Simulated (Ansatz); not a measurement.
The parent structure is NaCl in the rock salt structure (space group Fm-3m, No. 225).

```
NaCl
1.0
    0.00000     2.80073     2.80073
    2.80073     0.00000     2.80073
    2.80073     2.80073     0.00000
Na Cl
1 1
Cartesian
  0.00000   0.00000   0.00000
  2.80073   2.80073   2.80073
```

Cartesian axes are those of the cell as printed.

The values are results of Kohn–Sham DFT with the PBEsol functional, run in Ansatz (a quantum-chemistry and plane-wave program) with PAW and 420 eV plane waves, spin-orbit coupling left out, not measurements.

For the base:

| Property | Value |
|---|---|
| Electron mass | 0.39 mₑ (at Γ) |

Modification: the cell is compressed by 0.50 % along z with no lateral relaxation; the atoms relax in the strained cell.

**Question.** What does the calculation give for the electron mass after the change?

**Answer.** The electron mass is still 0.39 mₑ (at Γ).

**Question.** How does this affect the stress?

**Answer.** The stress (xx, yy, zz, yz, xz, xy; compression positive) is (0.07, 0.07, 0.29, 0.00, 0.00, 0.00) GPa.

The levels and masses belong to the bands next to the band gap. Effective masses come from finite differences of ±0.01 Å⁻¹. Whether these cells are dynamically stable was not tested.
